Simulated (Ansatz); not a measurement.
An Ansatz (a program for electronic structure) input (plane-wave PAW DFT at the PBE level (Ansatz, 420 eV), no SOC):

Ansatz 0.2 input:
```yaml
crystal:
  lattice:
    - [0, 2.5968148483, 2.5968148483]
    - [2.5968148483, 0, 2.5968148483]
    - [2.5968148483, 2.5968148483, 0]
  atoms:
    - { symbol: Ge, position: [0, 0, 0] }
    - { symbol: Ti, position: [0.5, 0.5, 0.5] }
basis: { ecutwfc: 420, ecutrho_ratio: 4, xc_grid: 2, fft_grid_basis: typed }
kpoints: { mp_grid: { grid: [15, 15, 15] } }
hamiltonian:
  xc: pbe
  dispersion: none
  pseudopotentials: { kind: paw }
scf: { occupations: { method: fermi_dirac, width: 0.05 }, convergence: { dr2_threshold: 0.0000000002 } }
output: { forces: true, stress: true }
checkpoint: { write: state.ck, write_every: 1000 }
```

Question: Which symmetry and how many k-points will the program report, and about how many plane waves at Γ?

Answer: Space group Fm-3m (ITA 225) with 48 operations, k-points 120 of 3375, and 701 plane waves at Γ.

No phonon test of stability was made. The final runs are not spin-polarised. The cell was made from TiC by this change: C → Ge; the result is a hypothetical phase, not in the database extracts checked.
